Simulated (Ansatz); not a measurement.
The parent structure is CsPbCl3 in the cubic perovskite structure (space group Pm-3m, No. 221; a = 5.6188 Å). Axes: x, y, z lie along the cube axes.

Level of theory: plane-wave PAW DFT at the PBEsol level (Ansatz, a quantum-chemistry and plane-wave program, 420 eV), spin-orbit coupling left out.

For the base:

Shortest interatomic distance: 2.809 Å
Band gap: 1.83 eV

It is then changed as follows: biaxial strain −4.77 %, plane normal [110], relaxed out of plane (Cartesian); in-plane vectors clamped, the third vector and the atoms free.

Q: What happens to the shortest interatomic distance, in-plane stress, energy relative to the base, band gap and ratio −ε⊥/ε∥?

A: The shortest interatomic distance shrinks by 0.134 Å, from 2.809 Å to 2.675 Å; the mean in-plane stress (compression positive) amounts to +2.4 GPa; the energy rises by 23 meV/atom; the band gap falls by 0.60 eV (1.83 eV → 1.23 eV); the ratio −ε⊥/ε∥ is 0.96.

With Pb present, leaving out spin-orbit coupling can change the band edges. No phonon test of stability was made. Many cubic perovskites are stable only at high temperature; tilts and polar distortions were not tested. This is not the structure that CsPbCl3 has at room temperature and ambient pressure.
